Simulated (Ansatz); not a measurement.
## Effect of isotropic strain +3.00 % on BAs

The parent structure is BAs in the zinc blende structure (space group F-43m, No. 216; a = 4.8093 Å).

One thing is altered: every lattice vector is stretched by 3.00 %; the atoms relax in the strained cell.

Method: PBE (Ansatz, a program for electronic structure), no SOC. k-mesh 12×12×12 (Γ-centred); smearing 0.05 eV (Fermi–Dirac).

```tsv
quantity	base	changed	shift
space group	F-43m (No. 216)	F-43m (No. 216)	–
shortest interatomic distance	2.082 Å	2.145 Å	+0.0625 Å
energy relative to the base (free energy F)	0 meV/atom	+42 meV/atom	+42 meV/atom
pressure	0.0 kbar	-96.8 kbar	-96.8 kbar
band gap	1.21 eV	1.29 eV	+0.08 eV
width of the top valence band	5.07 eV	4.58 eV	-0.49 eV
electron mass	1.1 mₑ along k, 0.22 mₑ across (off the special points)	1.1 mₑ along k, 0.22 mₑ across (off the special points)	–
valley order (the lowest conduction-band minima on the path, energy above the VBM, named in the base's zone)	a point along ⟨100⟩, about 1.1 Å⁻¹ from Γ 1.21 eV; L along ⟨111⟩ 2.57 eV	a point along ⟨100⟩, about 1.0 Å⁻¹ from Γ 1.29 eV; L along ⟨111⟩ 2.09 eV	–
```

Cost of the whole job for the changed cell (relaxation, final SCF and bands): about 6 core-seconds (a rough figure).

Masses are band curvatures over ±0.01 Å⁻¹ around the edge. Along k means along the line from Γ to the band edge. Stability against distortions was not tested.
